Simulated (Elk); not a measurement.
Band structure of Si2W (I4/mmm, 3 atoms in the cell).

```yaml
crystal:
  lattice:
    - [-1.57297, 1.57297, 3.81755]
    - [1.57297, -1.57297, 3.81755]
    - [1.57297, 1.57297, -3.81755]
  atoms:
    - { symbol: Si, position: [0.33499, 0.33499, 0.00000] }
    - { symbol: Si, position: [0.66501, 0.66501, 0.00000] }
    - { symbol: W, position: [0.00000, 0.00000, 0.00000] }
```

Method of the run: PBE, all-electron FP-LAPW, Elk's shipped species files, default APW+lo basis (Elk).

Settings: xctype = 20; swidth = 0.00183747 Ha; ngridk = 15 15 15; rmtscf = 0.91; maxscl = 100.

The starting cell comes from a database of computed structures (which also holds hypothetical and non-ambient phases and stackings), without a prior relaxation at this level. Its lattice was rescaled by a random factor within 2.5 % of one. Spin-orbit coupling is off. Spin polarisation is off. Values depend on the basis (sphere radii, cutoffs, local orbitals), which need not be converged.

Levels in eV from the Fermi level, bands 15 to 22:
```json
[
 {"point": "Γ", "15": "-3.61", "16": "-3.07", "17": "-3.07", "18": "0.68", "19": "2.96", "20": "3.27", "21": "3.32", "22": "3.32"},
 {"point": "X", "15": "-5.48", "16": "-5.30", "17": "-3.51", "18": "-1.77", "19": "3.21", "20": "3.29", "21": "3.52", "22": "4.35"},
 {"point": "Y", "15": "-5.39", "16": "-4.15", "17": "-3.36", "18": "-2.41", "19": "2.27", "20": "2.32", "21": "3.44", "22": "5.76"},
 {"point": "S", "15": "-3.31", "16": "-2.94", "17": "-2.58", "18": "-0.35", "19": "1.94", "20": "2.72", "21": "3.87", "22": "4.71"},
 {"point": "Z", "15": "-2.74", "16": "-0.88", "17": "-0.88", "18": "-0.52", "19": "-0.52", "20": "0.88", "21": "4.88", "22": "5.73"},
 {"point": "S1", "15": "-3.31", "16": "-2.94", "17": "-2.58", "18": "-0.35", "19": "1.94", "20": "2.72", "21": "3.87", "22": "4.71"},
 {"point": "N", "15": "-5.09", "16": "-3.05", "17": "-2.99", "18": "-0.48", "19": "2.98", "20": "2.99", "21": "4.26", "22": "5.09"},
 {"point": "P", "15": "-6.86", "16": "-3.07", "17": "-2.54", "18": "-2.54", "19": "0.35", "20": "3.28", "21": "4.10", "22": "4.51"},
 {"point": "Y1", "15": "-5.39", "16": "-4.15", "17": "-3.36", "18": "-2.41", "19": "2.27", "20": "2.32", "21": "3.44", "22": "5.76"}
]
```

Bands cross the Fermi level along this path, so the cell is metallic at this level.
